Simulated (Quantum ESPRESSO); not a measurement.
Quantum ESPRESSO run on Bi₂Te₃ (R-3m, 5 atoms in the cell): self-consistent single point.

Method: PBE, GBRV 1.5 ultrasoft (PBE) pseudopotentials (plane waves; Quantum ESPRESSO).

```xyz
5
Lattice="2.2111 -1.2766 10.7621 0.0000 2.5531 10.7621 -2.2111 -1.2766 10.7621" Properties=species:S:1:pos:R:3 pbc="T T T"
Bi     0.0000     0.0000    19.4741
Bi     0.0000     0.0000    12.8122
Te     0.0000     0.0000    25.2864
Te     0.0000     0.0000     6.9999
Te     0.0000     0.0000     0.0000
```

Reference input (self-consistent single point, DFT, PBE, plane waves, GBRV 1.5 ultrasoft (PBE) pseudopotentials): ecutwfc = 40 Ry; ecutrho = 200 Ry; occupations = smearing; smearing = gaussian; degauss = 0.00147 Ry; potentials = {Bi: bi_pbe_v1.uspp.F.UPF, Te: te_pbe_v1.uspp.F.UPF}; K_POINTS = automatic 5 5 5 0 0 0; conv_thr = 1e-10 Ry. This run's input differs from it in these lines:

```diff
@@ -14,4 +14,4 @@
     ntyp = 2
-    ecutwfc = 40
-    ecutrho = 200
+    ecutwfc = 28
+    ecutrho = 140
     occupations = 'smearing'
```

Output, abridged:

```
     Self-consistent Calculation

     iteration #  1     ecut=    28.00 Ry     beta= 0.70

     negative rho (up, down):  7.739E-02 0.000E+00

     total energy              =    -449.71641221 Ry
     estimated scf accuracy    <       0.92924143 Ry

     iteration #  2     ecut=    28.00 Ry     beta= 0.70

     negative rho (up, down):  7.922E-02 0.000E+00

     total energy              =    -449.42597013 Ry
     estimated scf accuracy    <       2.70883557 Ry

     iteration #  3     ecut=    28.00 Ry     beta= 0.70

     negative rho (up, down):  8.161E-02 0.000E+00

     total energy              =    -449.79498019 Ry
     estimated scf accuracy    <       3.28472153 Ry

   [... 8 blocks of this kind left out ...]

     iteration # 12     ecut=    28.00 Ry     beta= 0.70

     negative rho (up, down):  8.173E-02 0.000E+00

     total energy              =    -450.12653611 Ry
     estimated scf accuracy    <          1.3E-09 Ry

     iteration # 13     ecut=    28.00 Ry     beta= 0.70

     negative rho (up, down):  8.173E-02 0.000E+00
     End of self-consistent calculation

     the Fermi energy is     6.8363 ev

!    total energy              =    -450.12653611 Ry
     estimated scf accuracy    <          1.3E-11 Ry
     smearing contrib. (-TS)   =      -0.00000000 Ry
     internal energy E=F+TS    =    -450.12653611 Ry

     convergence has been achieved in  13 iterations

     negative rho (up, down):  8.173E-02 0.000E+00

     Forces acting on atoms (cartesian axes, Ry/au):

     atom    1 type  1   force =     0.00000000    0.00000000    0.00425797
     atom    2 type  1   force =     0.00000000    0.00000000   -0.00425797
     atom    3 type  2   force =     0.00000000    0.00000000    0.00515267
     atom    4 type  2   force =     0.00000000    0.00000000   -0.00515267
     atom    5 type  2   force =     0.00000000    0.00000000    0.00000000

     Total force =     0.009453     Total SCF correction =     0.000019

     negative rho (up, down):  8.173E-02 0.000E+00
          total   stress  (Ry/bohr**3)                   (kbar)     P=        2.72
   0.00001910   0.00000000   0.00000000            2.81        0.00        0.00
   0.00000000   0.00001910   0.00000000            0.00        2.81        0.00
  -0.00000000   0.00000000   0.00001733           -0.00        0.00        2.55

   JOB DONE.
```

The run converged in 13 iterations. Against the reference run the free energy goes up by 12.8 meV/atom, the pressure hardly changes (0.25 to 0.27 GPa), the largest force hardly changes (0.133 to 0.132 eV/Å) and the gap on the mesh stays at 0.602 eV.

The starting cell comes from a database of computed structures (which also holds hypothetical and non-ambient phases and stackings), without a prior relaxation at this level. Its lattice was rescaled by a random factor within 2.5 % of one. Spin-orbit coupling is off. At the lowered cutoff the pressure carries the error of an incomplete plane-wave basis.

Cost on one core of a shared machine: roughly 6 min.
